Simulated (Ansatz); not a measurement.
Response to strain in AlRu

The reference is AlRu in the CsCl type structure (space group Pm-3m, No. 221; relaxed with 0.1 eV smearing).

```
CELL_PARAMETERS angstrom
      2.97703     0.00000     0.00000
      0.00000     2.97703     0.00000
      0.00000     0.00000     2.97703
ATOMIC_POSITIONS crystal
  Al 0.50000 0.50000 0.50000
  Ru 0.00000 0.00000 0.00000
```

Strains are applied to the cell and any free atomic positions relax.

Level of theory: PBEsol in Ansatz (plane waves to 420 eV, PAW, without spin-orbit coupling).

Notes on the quantities. energy relative to the base: free energy F.

```json
[
 {"case": "base", "energy relative to the base": "0 meV/atom", "pressure": "0.0 GPa", "volume per atom": "13.19 Å³"},
 {"case": "isotropic strain −3.00 %", "energy relative to the base": "+81 meV/atom", "pressure": "24.4 GPa", "volume per atom": "12.04 Å³"},
 {"case": "isotropic strain −2.50 %", "energy relative to the base": "+55 meV/atom", "pressure": "19.6 GPa", "volume per atom": "12.23 Å³"},
 {"case": "isotropic strain −2.00 %", "energy relative to the base": "?", "pressure": "15.1 GPa", "volume per atom": "12.42 Å³"},
 {"case": "isotropic strain −1.00 %", "energy relative to the base": "?", "pressure": "7.0 GPa", "volume per atom": "12.80 Å³"},
 {"case": "isotropic strain +0.50 %", "energy relative to the base": "?", "pressure": "-3.2 GPa", "volume per atom": "13.39 Å³"},
 {"case": "isotropic strain +1.00 %", "energy relative to the base": "+7.8 meV/atom", "pressure": "-6.1 GPa", "volume per atom": "13.59 Å³"},
 {"case": "isotropic strain +1.50 %", "energy relative to the base": "+17 meV/atom", "pressure": "-8.9 GPa", "volume per atom": "13.79 Å³"},
 {"case": "isotropic strain +2.00 %", "energy relative to the base": "+30 meV/atom", "pressure": "-11.4 GPa", "volume per atom": "14.00 Å³"},
 {"case": "isotropic strain +2.50 %", "energy relative to the base": "+47 meV/atom", "pressure": "-13.8 GPa", "volume per atom": "14.21 Å³"}
]
```

Q: Some entries are withheld; estimate them.

A: 
- isotropic strain −2.00 %, energy relative to the base: +35 meV/atom
- isotropic strain −1.00 %, energy relative to the base: +8.4 meV/atom
- isotropic strain +0.50 %, energy relative to the base: +2.0 meV/atom

No phonon test of stability was made. The final runs are not spin-polarised.

Ansatz is a quantum-chemistry and plane-wave program.
